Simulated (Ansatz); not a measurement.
Sr: energy against strain

Sr (fcc, Fm-3m, 51.935 Å³/atom at rest) under an equal strain ε in the (111) plane with the normal axis free, as in a coherent film. PBEsol in Ansatz, a plane-wave DFT program (PAW, default set), 420 eV, 14×14×14 Γ-centred mesh, Fermi-Dirac smearing 0.05 eV; ions are relaxed within the symmetry of each cell.

Here s stands for strain and y for E less E0.

| strain (%) | E less E0 (meV/atom) |
|---|---|
| -1.25 | 1.36 |
| -0.83 | 0.52 |
| -0.42 | 0.08 |
| 0.00 | 0.00 |
| 0.42 | 0.28 |
| 0.83 | 0.88 |
| 1.25 | 1.82 |
| 2.50 | ? |

Fit y of the 7 rows that show it with a parabola. Least squares gives y = 0.000 + 0.1973·s + 1.0174·s². Residuals (row less fit): 0.017, -0.017, -0.017, 0.000, 0.018, 0.015, -0.016; standard error 0.020 (degrees of freedom: 4). Twice the quadratic coefficient over the volume, 2 × 1.0174 meV × 10⁴ × 0.1602 / 51.935 Å³, is twice the biaxial elastic modulus of this plane = 63 ± 0.8 GPa.

Task: What does the fit predict for y at s = 2.50, and how far is the calculated value from it?

Result: y = 0.000 + 0.1973 × 2.50 + 1.0174 × 2.50² = 6.852 meV/atom. The calculation gives 6.51 meV/atom, 0.342 meV/atom below the prediction (5.3 % of the range of y in the table). The row lies outside the fitted rows, so this is an extrapolation. From the scatter of the fitted rows alone, a prediction at this place has a standard error of 0.078 meV/atom, so the miss is 4.4 times that.

One order more, fitted to all 13 runs of the series, follows each within 0.01, so the miss is the next term of a smooth law. In a metal these values are sensitive to mesh and smearing; energies are taken to zero smearing, stresses follow the free energy. Rows are the converged runs of the series near zero and its far end; series whose fitted rows scatter by over a few per cent of the range, as at a crossing or softening among them, aren't shown in this form. Most that stay on the fit to the last digits aren't either.
